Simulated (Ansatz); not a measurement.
The reference is AgI in the wurtzite structure (space group P6_3mc, No. 186).

```
CELL_PARAMETERS angstrom
      4.56034     0.00000     0.00000
     -2.28017     3.94937     0.00000
      0.00000     0.00000     7.45062
ATOMIC_POSITIONS crystal
  Ag 0.66667 0.33333 0.00017
  Ag 0.33333 0.66667 0.50017
  I  0.66667 0.33333 0.62503
  I  0.33333 0.66667 0.12503
```

Cartesian axes are those of the cell as printed.

Level of theory: PBEsol/PAW in Ansatz (a quantum-chemistry and plane-wave program), spin-orbit coupling left out, earlier PAW set.

Before the change:

The width of the top valence band is 1.47 eV. The shortest interatomic distance comes out as 2.792 Å and the valence-band top at Γ comes out as 0.00, 0.00, -0.07 eV.

Modification: uniaxial strain ε_zz = +5.88 %, all other strain components held at zero; the atoms relax in the strained cell.

Task: Predict the new width of the top valence band, energy relative to the base, shortest interatomic distance and valence-band top at Γ.

Result: The width of the top valence band shrinks by 0.12 eV, from 1.47 eV to 1.35 eV; the energy goes up by 17 meV/atom; the shortest interatomic distance goes up by 0.0563 Å (2.792 Å → 2.849 Å); the valence-band top at Γ (three highest levels, from the VBM) goes from 0.00, 0.00, -0.07 eV to 0.00, 0.00, -0.14 eV.

Spin-orbit coupling, missing from the scalar runs, can matter with I. The levels and masses belong to the bands next to the band gap. No phonon test of stability was made.
